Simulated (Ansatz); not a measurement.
Band structure of Sr₂H₃I (P-3m1, 6 atoms in the cell).

```yaml
crystal:
  lattice:
    - [4.24273, 0.00000, 0.00000]
    - [-2.12136, 3.67431, 0.00000]
    - [0.00000, 0.00000, 7.68275]
  atoms:
    - { symbol: Sr, position: [0.66667, 0.33333, 0.67866] }
    - { symbol: Sr, position: [0.33333, 0.66667, 0.32134] }
    - { symbol: H, position: [0.00000, 0.00000, 0.50000] }
    - { symbol: H, position: [0.66667, 0.33333, 0.35725] }
    - { symbol: H, position: [0.33333, 0.66667, 0.64275] }
    - { symbol: I, position: [0.00000, 0.00000, 0.00000] }
```

Computed with PBEsol, default PAW files made with PBE (plane waves; Ansatz, an electronic-structure program).

Settings: kpoints.mp_grid.grid = 6 6 3; hamiltonian.xc = pbesol; hamiltonian.pseudopotentials = {kind: paw} (the program's default PAW files); scf.occupations.method = fermi_dirac; scf.occupations.width = 0.0015 Ry; kpoints.band_path.npoints = 8.

The starting cell comes from a database of computed structures (which also holds hypothetical and non-ambient phases and stackings), without a prior relaxation at this level. Spin-orbit coupling is off.

Predict the gap along the standard path and the places of the band edges.

The gap along the path is 1.87 eV, from A to a point between H and A; the smallest direct gap on it is 2.45 eV.

Levels in eV from the top of the valence band on the path, bands 17 to 24:
| point | 17 | 18 | 19 | 20 | 21 | 22 | 23 | 24 |
|---|---|---|---|---|---|---|---|---|
| Γ | -2.48 | -2.45 | -2.45 | -0.11 | 2.68 | 2.78 | 2.78 | 2.84 |
| M | -3.00 | -2.99 | -2.73 | -2.73 | 2.41 | 3.13 | 3.30 | 3.36 |
| K | -3.79 | -2.77 | -2.62 | -2.62 | 1.99 | 1.99 | 3.21 | 4.41 |
| A | -3.11 | -2.47 | -2.47 | 0.00 | 2.45 | 2.55 | 2.55 | 3.39 |
| L | -3.18 | -2.99 | -2.88 | -2.44 | 2.00 | 2.47 | 2.95 | 3.69 |
| H | -3.87 | -2.82 | -2.82 | -2.63 | 2.90 | 2.93 | 2.93 | 4.13 |

Keys are those of Ansatz 0.2.
